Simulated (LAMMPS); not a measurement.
MD from the melt across the composition of Cu (fcc) with a share x of Cu sites Au; each row has its own temperature.

Level of theory: classical MD, pair style eam, the elements' _u3.eam files (universal-3 set of Foiles, Baskes and Daw), run in LAMMPS.

```json
[
 {"x": "0.25", "volume": "14.629 ± 0.002 Å³/atom", "state": "liquid", "enthalpy": "-3.2221 ± 0.0004 eV/atom", "self-diffusion coefficient of Au (not corrected for cell size)": "(2.58 ± 0.03) × 10^-5 cm²/s", "T (K)": "1290"},
 {"x": "0.5", "volume": "15.927 ± 0.002 Å³/atom", "state": "liquid", "enthalpy": "-3.3453 ± 0.0006 eV/atom", "self-diffusion coefficient of Au (not corrected for cell size)": "(2.60 ± 0.07) × 10^-5 cm²/s", "T (K)": "1280"},
 {"x": "0.75", "volume": "17.255 ± 0.002 Å³/atom", "state": "liquid", "enthalpy": "-3.4238 ± 0.0002 eV/atom", "self-diffusion coefficient of Au (not corrected for cell size)": "(2.51 ± 0.03) × 10^-5 cm²/s", "T (K)": "1270"}
]
```

Caution: a run this short can hold a crystal over, or a liquid under, the potential's own melting point, which these runs don't give.

States go by the mean squared displacement: a species diffuses where it passes 1.5 Å², still rises and gives D over 1e-6 cm²/s; a crystal has left its structure where atoms lie 0.35 Å off their sites on average or a cubic box changes its shape by 3 %, or the axial ratios of another lie 8 % off the starting cell's, which the potential's own relaxation can also do.

Errors of D are the spread over four groups of atoms in one short run; a floor of about 5 %, a picked value, is safer.

The ± values are statistical; the model's systematic error is not in them.
